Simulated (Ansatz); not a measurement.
Model: Si(111) 1x1 surface, 6 top atoms, 3 bilayers, bottom bilayer H-capped and fixed, every top atom capped by F; cell 11.5 x 6.6 Å; about 7 Å thick over the host's atoms, 18 atoms held. Calculation: PBE-D3(BJ) (plane waves to 420 eV, PAW; Ansatz, a first-principles code). k mesh 1 x 2 x 1. The slab states are spin-polarised. Slab thickness, cell and mesh are as stated and are not converged limits. No zero-point or entropy terms are included. Each state was relaxed from one prepared geometry.

End state of this step: SiH3 abstracts F from the surface. Atoms near the product:

```
atom     x (Å)  y (Å)   z (Å)
------  ------  -----  ------
F(14)   11.479  6.654  11.124
Si(17)   5.738  3.330   9.437
F(31)    6.900  4.028  12.140
Si(35)   7.656  4.442   8.782
F(46)    7.672  6.752  11.134
F(47)    9.647  3.305  11.127
Si(a0)   7.660  4.452  13.518
H(a1)    7.937  3.195  14.268
H(a2)    6.730  5.333  14.278
H(a3)    8.916  5.164  13.170
```

Problem. What energy does it take to move SiH3F into the gas, one a cell, with the surface relaxed behind it, and what are its closest contacts before it leaves?

Solution. 0.27 eV. Its closest contacts to the rest of the cell: H(a3)...F(47) 2.86 Å, H(a3)...F(46) 2.87 Å, F(31)...F(46) 3.00 Å.
